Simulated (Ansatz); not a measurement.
**What biaxial strain −2.50 %, plane normal [001], relaxed out of plane does to CdTe**

The parent structure is CdTe in the zinc blende structure (space group F-43m, No. 216; a = 6.4086 Å). Axes: x, y, z lie along the cube axes.

The change: compressive biaxial strain of 2.50 % in the plane normal to [001], as in epitaxy on a mismatched substrate; the out-of-plane cell vector and the atoms relax.

Calculations: LDA (Ansatz, a program for electronic structure; PAW; 420 eV plane waves; scalar-relativistic without spin-orbit coupling). Γ-centred 9×9×9 mesh, Fermi–Dirac width 0.05 eV.

The volume per atom decreases by 0.57 Å³ (32.90 Å³ → 32.33 Å³) and the space group changes from F-43m (No. 216) to I-4m2 (No. 119). The energy rises by 5.9 meV/atom and the band gap decreases by 0.03 eV, from 0.61 eV to 0.58 eV. The gap character remains direct at Γ and the electron mass changes from 0.050 mₑ (at Γ) to 0.059 mₑ out of plane, 0.049 mₑ in plane (at Γ). The valence-band top at Γ (three highest levels, from the VBM) goes from 0.00, 0.00, 0.00 eV to 0.00, 0.00, -0.23 eV and the valley order (the lowest conduction-band minima on the path, energy above the VBM, named in the base's zone) becomes Γ 0.58 eV; L along [111] 1.59 eV (base: Γ 0.61 eV; L along ⟨111⟩ 1.68 eV). The out-of-plane strain is +3.37 % and the ratio −ε⊥/ε∥ is 1.35. The mean in-plane stress (compression positive) comes out as +1.2 GPa.

Cost of the whole job for the changed cell (relaxation, final SCF and bands): very roughly 60 core-seconds.

Spin-orbit coupling, missing from the scalar runs, can matter with Te. Effective masses come from finite differences of ±0.01 Å⁻¹. No phonon test of stability was made. Labels are those of the standard path for the cell's own space group.
